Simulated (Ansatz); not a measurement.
# Be₃P₂ (space group P-3m1, No. 164; a hypothetical phase, not in the database extracts checked)

```cif
data_Be3P2
_chemical_formula_sum 'P2 Be3'
_space_group_name_H-M_alt 'P-3m1'
_space_group_IT_number 164
_space_group_name_Hall '-P 3 2"'
_cell_length_a 3.46830
_cell_length_b 3.46830
_cell_length_c 5.69663
_cell_angle_alpha 90.000
_cell_angle_beta 90.000
_cell_angle_gamma 120.000
loop_
_atom_site_label
_atom_site_type_symbol
_atom_site_symmetry_multiplicity
_atom_site_Wyckoff_symbol
_atom_site_fract_x
_atom_site_fract_y
_atom_site_fract_z
_atom_site_occupancy
P1 P 2 d 0.66667 0.33333 0.23460 1
Be1 Be 1 a 0.00000 0.00000 0.00000 1
Be2 Be 2 d 0.33333 0.66667 0.38439 1
```

Computed with PBEsol, PAW, 420 eV (Ansatz, an electronic-structure program; no spin-orbit coupling). k-mesh 15×15×8 (Γ-centred); smearing 0.05 eV (Fermi–Dirac).

The volume per atom comes out as 11.87 Å³. The density is 2.49 g/cm³, the band gap comes out as zero and the total energy comes out as -350.373 eV/atom (σ→0; compares only within this code and set-up).

Whether these cells are dynamically stable was not tested. The final runs are not spin-polarised. A zero or small gap of Be3P2 can be the functional's error rather than a property of the material.
